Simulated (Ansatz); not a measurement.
The parent structure is Cu in the fcc (Cu type) structure (space group Fm-3m, No. 225; a = 3.563 Å; relaxed with 0.1 eV smearing). Axes: x, y, z lie along the cube axes.

The values are results of PBEsol in Ansatz (plane waves to 420 eV, PAW, without spin-orbit coupling), earlier PAW set, not measurements.

Strains are applied to the cell and any free atomic positions relax; under stress the whole cell relaxes.

One change was made to it. Results:

The energy stays essentially unchanged; the shortest interatomic distance falls by 0.006 Å, from 2.520 Å to 2.514 Å.

Problem. Name the change that was made.
A. tensor shear ε_xz = −2.47 %
B. uniaxial stress, 0.5 GPa tension along x
C. isotropic strain +1.32 %

Solution. B, uniaxial stress, 0.5 GPa tension along x. For comparison, the energy relative to the base in the other runs: isotropic strain +1.32 % gives +8.8 meV/atom; tensor shear ε_xz = −2.47 % gives +8.2 meV/atom.

Beyond what the load breaks, stability against distortions was not tested. All final runs are without spin polarisation.

Ansatz is a program for electronic structure.
